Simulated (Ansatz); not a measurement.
Candidates (primitive cells; geometry: relaxed with this functional, without spin-orbit coupling):
A. Mo3Si (Pm-3n), a = 4.860 Å, b = 4.860 Å, c = 4.860 Å, α = 90.00°, β = 90.00°, γ = 90.00°
B. ZrSi (Cmcm), a = b = 5.2822 Å, c = 3.7369 Å, α = β = 90.00°, γ = 138.59°
C. NiSi₂ (Fm-3m), a = b = c = 3.811 Å, α = β = γ = 60.00°

Question: Order them by mean free path at 300 K (highest first) at the level PBEsol, DFPT electron-phonon coupling, linearised Boltzmann equation in Ansatz (a first-principles code).

Answer: B (20 nm), C (13.5 nm), A (7.6 nm)

Metals; harmonic phonons alone scatter; means over directions. The mean free path is weighted by the current that each state carries. Halving the electron mesh moves these values by up to 4 %; q meshes are mostly untested. Some of the runs warned that the eigensolver left states short of its tolerance. Spin-orbit coupling is left out.

Formula and space group known from diffraction (Crystallography Open Database), not checked to be the room-temperature form: Mo3Si (Pm-3n), ZrSi (Cmcm). Treated as nonmagnetic (a ferromagnetic start lost its moment, other orders weren't tried): NiSi2 (Fm-3m).
